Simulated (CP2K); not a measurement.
Band structure of SrTiO3 (Pm-3m, 5 atoms in the cell).

```
SrTiO3
1.0
    3.98896     0.00000     0.00000
    0.00000     3.98896     0.00000
    0.00000     0.00000     3.98896
Sr Ti O
1 1 3
Direct
  0.00000   0.00000   0.00000
  0.50000   0.50000   0.50000
  0.50000   0.00000   0.50000
  0.00000   0.50000   0.50000
  0.50000   0.50000   0.00000
```

Level of theory: PBE, GPW, DZVP-MOLOPT-SR-GTH basis, GTH-PBE potentials (GTH_POTENTIALS) in CP2K.

Settings: CUTOFF = 600 Ry; REL_CUTOFF = 50 Ry; SMEAR/METHOD = FERMI_DIRAC; ELECTRONIC_TEMPERATURE = 232.09 K; KPOINTS/SCHEME = MONKHORST-PACK 6 6 6; GAMMA_CENTERED = T; XC_FUNCTIONAL = PBE; Sr/BASIS_SET = DZVP-MOLOPT-SR-GTH-q10; Sr/POTENTIAL = GTH-PBE-q10; Ti/BASIS_SET = DZVP-MOLOPT-SR-GTH-q12; Ti/POTENTIAL = GTH-PBE-q12; O/BASIS_SET = DZVP-MOLOPT-SR-GTH-q6; O/POTENTIAL = GTH-PBE-q6; METHOD = GPW.

The starting cell has typed, rounded lattice constants, without a prior relaxation at this level. Its lattice was rescaled by a random factor within 2.5 % of one. Values carry the incompleteness of an atom-centred basis.

Q: Predict the gap along the standard path and the places of the band edges.

A: The gap along the path is 1.67 eV, from R to Γ; the smallest direct gap on it is 2.09 eV.

Levels in eV from the top of the valence band on the SCF mesh, bands 17 to 21:
| point | 17 | 18 | 19 | 20 | 21 |
|---|---|---|---|---|---|
| Γ | -1.05 | -0.42 | -0.42 | -0.42 | 1.67 |
| X | -2.23 | -1.80 | -0.76 | -0.76 | 1.83 |
| M | -1.82 | -1.51 | -1.51 | -0.10 | 3.41 |
| R | -3.60 | 0.00 | 0.00 | 0.00 | 4.01 |

Higher empty bands are left out: an atom-centred basis made for the valence describes them poorly.
